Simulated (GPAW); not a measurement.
Worked example: self-consistent single point of LuCl3 (P6_3/mmc, 8 atoms in the cell) in GPAW.

Level of theory: LDA (Perdew-Wang 92), GPAW PAW datasets LDA (gpaw-data 1.0.1) (plane waves; GPAW).

The change in words: lattice scaled by 0.98. Reference geometry:
```yaml
crystal:
  lattice:
    - [9.50178, 0.00000, 0.00000]
    - [-4.75089, 8.22878, 0.00000]
    - [0.00000, 0.00000, 3.48646]
  atoms:
    - { symbol: Lu, position: [0.66667, 0.33333, 0.25000] }
    - { symbol: Lu, position: [0.33333, 0.66667, 0.75000] }
    - { symbol: Cl, position: [0.78410, 0.21590, 0.75000] }
    - { symbol: Cl, position: [0.21590, 0.78410, 0.25000] }
    - { symbol: Cl, position: [0.56820, 0.78410, 0.25000] }
    - { symbol: Cl, position: [0.43180, 0.21590, 0.75000] }
    - { symbol: Cl, position: [0.78410, 0.56820, 0.75000] }
    - { symbol: Cl, position: [0.21590, 0.43180, 0.25000] }
```

Reference input (self-consistent single point, DFT LDA (Perdew-Wang 92), plane waves, GPAW PAW datasets LDA (gpaw-data 1.0.1)): mode = pw; ecut = 850 eV; xc = LDA; kpts = 2 2 5; mesh shift (steps) = 0 0 0; occupations.name = fermi-dirac; occupations.width = 0 eV; nbands = -4; convergence.forces = 0.001 eV/Å; convergence.bands = -2; symmetry.symmorphic = false; symmetry.tolerance = 0.0005. This run's input differs from it in these lines:

```diff
@@ -5,13 +5,13 @@
 atoms = Atoms(['Lu', 'Lu', 'Cl', 'Cl', 'Cl', 'Cl', 'Cl', 'Cl'],
-              cell=[[9.501776, 0.000000, 0.000000],
-                    [-4.750888, 8.228779, 0.000000],
-                    [0.000000, 0.000000, 3.486460]],
-              positions=[[4.750893, 2.742924, 0.871615],
-                         [-0.000005, 5.485855, 2.614845],
-                         [6.424626, 1.776593, 2.614845],
-                         [-1.673738, 6.452186, 0.871615],
-                         [1.673738, 6.452186, 0.871615],
-                         [3.077150, 1.776593, 2.614845],
-                         [4.750888, 4.675592, 2.614845],
-                         [0.000000, 3.553187, 0.871615]],
+              cell=[[9.311740, 0.000000, 0.000000],
+                    [-4.655870, 8.064203, 0.000000],
+                    [0.000000, 0.000000, 3.416731]],
+              positions=[[4.655875, 2.688065, 0.854183],
+                         [-0.000005, 5.376138, 2.562548],
+                         [6.296133, 1.741061, 2.562548],
+                         [-1.640263, 6.323142, 0.854183],
+                         [1.640263, 6.323142, 0.854183],
+                         [3.015607, 1.741061, 2.562548],
+                         [4.655870, 4.582080, 2.562548],
+                         [0.000000, 3.482123, 0.854183]],
               pbc=True)
```

Log, with long lists cut:

```
     iter     time        total  log10-change:
                         energy   eigst   dens  force
iter:   1 --:--:--   -40.805398   +0.03
iter:   2 --:--:--   -40.723470   -0.62  -1.38
iter:   3 --:--:--   -40.222732   -1.39  -1.41
iter:   4 --:--:--   -39.888087   -1.45  -1.54
iter:   5 --:--:--   -39.835393   -2.13  -1.77
iter:   6 --:--:--   -39.918808   -2.23  -2.08
iter:   7 --:--:--   -39.831869   -2.17  -2.09
iter:   8 --:--:--   -39.827163   -3.02  -2.54
iter:   9 --:--:--   -39.829276c  -3.59  -2.94
iter:  10 --:--:--   -39.826403c  -3.23  -2.87
iter:  11 --:--:--   -39.825801c  -4.12  -3.17
   [... lines left out ...]
iter:  15 --:--:--   -39.825691c  -5.11  -3.77
iter:  16 --:--:--   -39.825687c  -5.63  -3.85
iter:  17 --:--:--   -39.825683c  -6.03  -3.99
iter:  18 --:--:--   -39.825683c  -6.34  -4.30c
iter:  19 --:--:--   -39.825683c  -6.61  -4.65c
iter:  20 --:--:--   -39.825684c  -6.91  -4.73c
iter:  21 --:--:--   -39.825683c  -6.94  -4.71c
iter:  22 --:--:--   -39.825683c  -7.10  -4.72c
iter:  23 --:--:--   -39.825683c  -7.05  -4.75c
iter:  24 --:--:--   -39.825682c  -7.25  -4.99c
iter:  25 --:--:--   -39.825682c  -7.69c -5.13c
iter:  26 --:--:--   -39.825682c  -7.86c -5.19c -2.71
iter:  27 --:--:--   -39.825683c  -7.84c -5.23c -3.03c
Converged after 27 iterations.

Dipole moment: (-0.000000, 0.000000, 0.000000) |e|*Ang

Energy contributions relative to reference atoms: (reference = -867209.095949)

Kinetic:        +42.898751
Potential:      -44.253589
External:        +0.000000
XC:             -38.630993
Entropy (-ST):   +0.000000
Local:           +0.160149
SIC:             +0.000000
--------------------------
Free energy:    -39.825683
Extrapolated:   -39.825683

Showing only first 2 kpts
 Kpt  Band  Eigenvalues  Occupancy
  0    44     -0.51062    2.00000
  0    45     -0.25676    2.00000
  0    46      3.10238    0.00000
  0    47      3.59656    0.00000

  1    44     -0.87758    2.00000
  1    45     -0.25025    2.00000
  1    46      4.21299    0.00000
  1    47      4.74739    0.00000

Fermi level: 1.42606

Gap: 3.353 eV
Transition (v -> c):
   [... lines left out ...]
Direct gap: 3.359 eV
   [... lines left out ...]
  2 Cl    0.20555   -0.11867   -0.00000
  3 Cl   -0.20555    0.11867   -0.00000
  4 Cl    0.20555    0.11867    0.00000
  5 Cl   -0.20555   -0.11867    0.00000
  6 Cl   -0.00000    0.23735   -0.00000
  7 Cl    0.00000   -0.23735   -0.00000

Stress tensor:
    -0.002053     0.000000     0.000000
     0.000000    -0.002053     0.000000
     0.000000     0.000000    -0.002040
Stress (GPa, Voigt): [-0.329  -0.329  -0.3269  0.      0.      0.    ]
```

The run converged in 27 iterations. GPAW prints stress with tension positive. Against the reference run the free energy goes down by 11.6 meV/atom, the pressure goes from -2.10 to 0.33 GPa, the largest force goes from 0.333 to 0.237 eV/Å and the gap on the mesh goes from 3.389 to 3.353 eV.

The starting cell comes from a database of computed structures (which also holds hypothetical and non-ambient phases and stackings), without a prior relaxation at this level. Its lattice was rescaled by a random factor within 2.5 % of one. For this run, on top of that: lattice scaled by 0.98. Spin-orbit coupling is off.

Cost on one core of a shared machine: roughly 2 min.
